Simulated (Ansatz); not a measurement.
# TiO2: axis ratio against pressure

TiO2 (anatase, I4_1/amd, 11.312 Å³/atom and stress up to 0.01 GPa in the relaxed cell, c along z) under hydrostatic pressure, with the cell free. PBEsol in Ansatz, a plane-wave DFT program (PAW, default set), 420 eV, 12×12×12 Γ-centred mesh, Fermi-Dirac smearing 0.05 eV; ions are relaxed, or left where forces stay under 0.02 eV/Å, within the symmetry of each cell.

Here P stands for pressure and y for c/a.

| pressure (GPa) | c/a |
|---|---|
| -2.0 | 2.549 |
| -1.0 | 2.542 |
| 0.0 | 2.534 |
| 0.9 | 2.527 |
| 2.1 | 2.518 |
| 4.5 | 2.497 |
| 15.0 | ? |

Fit y of the 6 rows that show it with a straight line. Means: P 0.75000, y 2.5278. About the means, the sum of products is -0.21665 and the sum of squares of P is 27.095; the slope is their ratio. Least squares gives y = 2.5338 - 0.00800·P. Residuals (row less fit): -0.0008, 0.0002, 0.0002, 0.0004, 0.0010, -0.0008; standard error 0.0008 (degrees of freedom: 4).

Q: Estimate the missing y (P = 15.0); what did the run itself give?

A: y = 2.5338 - 0.00800 × 15.0 = 2.4138. The calculation gives 2.405, 0.0088 below the prediction (6.1 % of the range of y in the table). The row lies outside the fitted rows, so this is an extrapolation. From the scatter of the fitted rows alone, a prediction at this place has a standard error of 0.0023, so the miss is 3.8 times that.

A polynomial of degree 2 through the 7 other runs of the series gives 2.402 there. The primitive cell can neither tilt nor turn polar against its symmetry, as such crystals can under strain. Other structures, which can take over under pressure, weren't tried. TiO2 is here one of several forms; rutile is the usual stable one. Rows are the converged runs of the series near zero and its far end, less any whose ions stayed unrelaxed beside relaxed ones; series whose fitted rows scatter by over a few per cent of the range, as at a crossing or softening among them, aren't shown in this form. Most that stay on the fit to the last digits aren't either.
